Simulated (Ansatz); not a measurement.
## Harmonic thermodynamics of MoS$_{2}$ (P6_3/mmc, relaxed from the 2H-MoS2 type)

Per mole of formula units at the relaxed static volume; finite displacements on a 8×8×2 mesh, DFT at the LDA level (Ansatz, a first-principles code), k mesh 8×8×2; sums on an interpolated 16×16×4 mesh. Dynamical quadrupoles are not included in the interpolation of the phonons between the solved wave vectors. Zero-point energy 16.06 kJ/mol.

| T (K) | F_vib (kJ/mol) | S (J/mol/K) | C_V (J/mol/K) |
|---|---|---|---|
| 100 | 15.64 | 12.8 | 23.7 |
| 150 | 14.69 | 25.6 | 39.9 |
| 200 | 13.08 | 38.7 | 50.9 |
| 250 | 10.83 | 50.9 | 57.9 |
| 300 | 8.01 | 61.9 | 62.3 |
| 400 | 0.85 | 80.6 | 67.4 |
| 600 | … | … | … |
| 800 | -42.18 | 129.6 | 72.8 |
| 1000 | -69.78 | 145.9 | 73.5 |

Question: What belongs in the gaps?

Answer: 
- 600, F_vib (kJ/mol): -18.25
- 600, S (J/mol/K): 108.8
- 600, C_V (J/mol/K): 71.3

Whether this phase is the stable one at each condition was not tested.

The PAW data sets were generated under PBE and serve the other functionals too.
